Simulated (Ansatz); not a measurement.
Functionals compared on a constructed model of the (111) surface of fcc Ni, ferromagnetic, a pseudomorphic layer of Ge in the host's stacking (bottom of the slab: a bare face, its two planes held), in Ansatz (plane waves, PAW). The structure was relaxed with PBE; the other rows are single points on it. Cutoff 420 eV.

Set-up: 7 atoms, 12.3 Å thick at the start; mesh 17x17x1; 0.1 eV smearing; dipole correction on; 2 atoms held, the rest relaxed; start symmetry kept, larger cells not searched; spin-polarised, ending with about 3.4 μB a cell; orders that need a larger cell were not tried, no spin-orbit, no U. In PBE it is, or lies within 0.01 eV a 1x1 cell of, the lowest of the 2 structures of its composition computed so far; larger cells were not tried. These notes are the PBE run's.

```tsv
functional	work function of the top face (eV)	magnetic moment of the cell (μB)	rough cost of the single point
PBE	3.97	3.41	–
RPBE	[?]	3.46	around 2.2 core-minutes (rough)
```

**Question.** Some entries are withheld; supply them.

**Answer.** 
- RPBE, work function of the top face (eV): 3.86

Ansatz is an electronic-structure program.
